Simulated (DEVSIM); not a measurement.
Structure: Schottky contact on p-type Si, at 300 K.

Layer 1 from the left is Si, thickness (μm) 15.0, Na (cm⁻³) 2e17, τn (s) 8.5e-6, τp (s) 8.5e-6.

Left contact: Schottky, work function 4.634 eV, emission velocity 9.2e6 cm/s. Right contact: ohmic. Voltage is applied to the left contact. Recombination: SRH at mid-gap, radiative, Auger. Mobility is μmin + (μ − μmin)/(1 + (N/Nref)^α).

The device is made up for the run: typed textbook-type constants, with dimensions and the other settings drawn at random. Values at 300 K.

Si: gap (eV) 1.124, affinity (eV) 4.05, permittivity 11.7, Nc (cm⁻³) 2.86e19, Nv (cm⁻³) 3.1e19, μn (cm²/Vs) 1417, μp (cm²/Vs) 470, μn,min 52, μp,min 45, Nref,n 9.7e16, Nref,p 2.2e17, αn 0.68, αp 0.72, B (cm³/s) 4.7e-15, Cn (cm⁶/s) 2.8e-31, Cp (cm⁶/s) 9.9e-32.

**Question.** Estimate by hand the built-in potential, the peak field at zero bias, and compare with a numerical solution.

**Answer.** 
- Built-in potential: barrier φB = 0.540 eV; Vbi = φB − kT/q ln(N_band/N) = 0.410 V; numerical 0.410 V.
- Peak field at zero bias: depletion approximation: W = √(2εVbi/(qN)) = 0.0515 μm with N = 2.00e17 cm⁻³; field = 2Vbi/W = 159000 V/cm; numerical 153000 V/cm (estimate above by 4.3 %).

DEVSIM, 1D drift-diffusion, Boltzmann statistics, complete ionisation; no tunnelling, impact ionisation, image-force lowering or self-heating. Metal contacts follow the ideal Schottky-Mott rule: no Fermi-level pinning, no interface dipoles.
